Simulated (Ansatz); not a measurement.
# RuSi: pressure series

The parent structure is RuSi (space group P2_13, No. 198; a = 4.7047 Å).

Cell and atoms are relaxed at each pressure.

Method: Kohn–Sham DFT with the r2SCAN functional, run in Ansatz (a first-principles code) with PAW and 500 eV plane waves, spin-orbit coupling left out.

Notes on the quantities. enthalpy: H = E + PV relative to the base's energy.

```tsv
change	smallest direct gap	lattice parameter a	enthalpy
base	0.42 eV	4.705 Å	–
pressure −2 GPa	0.42 eV	4.719 Å	-0.16 eV/atom
pressure −1 GPa	0.42 eV	4.712 Å	-0.08 eV/atom
pressure 3 GPa	0.41 eV	4.684 Å	+0.24 eV/atom
pressure 7 GPa	0.41 eV	…	+0.56 eV/atom
pressure 30 GPa	…	4.547 Å	+2.31 eV/atom
```

Question: Fill in the withheld entries from the trend.

Answer: 
- pressure 7 GPa, lattice parameter a: 4.659 Å
- pressure 30 GPa, smallest direct gap: 0.39 eV

Load acts through the strain it causes; cell and atoms are relaxed under it. No phonon test of stability was made. Competing high-pressure phases were not computed.
